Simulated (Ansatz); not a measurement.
Start from ZnSe in the zinc blende structure (space group F-43m, No. 216; a = 5.6661 Å). Axes: x, y, z lie along the cube axes.

Method: r2SCAN, PAW, 500 eV (Ansatz, an electronic-structure program; no spin-orbit coupling), earlier PAW set.

Before the change:

| Item | Result |
|---|---|
| Valley order | Γ 1.86 eV; L along ⟨111⟩ 3.05 eV; X along ⟨100⟩ 3.34 eV |

Modification: uniaxial strain ε_zz = −3.34 %, all other strain components held at zero; the atoms relax in the strained cell.

**Question.** What does the calculation give for the stress after the change?

**Answer.** The stress (xx, yy, zz, yz, xz, xy; compression positive) is (1.97, 1.97, 3.12, 0.00, 0.00, 0.00) GPa.

**Question.** How does this affect the valley order?

**Answer.** The valley order (the lowest conduction-band minima on the path, energy above the VBM, named in the base's zone) becomes Γ 1.92 eV; L along [1-11] 3.02 eV; X along [001] 3.07 eV; X along [100] 3.24 eV (base: Γ 1.86 eV; L along ⟨111⟩ 3.05 eV; X along ⟨100⟩ 3.34 eV).

**Question.** How does this affect the hole mass?

**Answer.** The hole mass comes out as 0.14 mₑ along z, 0.56 mₑ across (at Γ).

The levels and masses belong to the bands next to the band gap. Effective masses come from finite differences of ±0.01 Å⁻¹. No phonon test of stability was made.
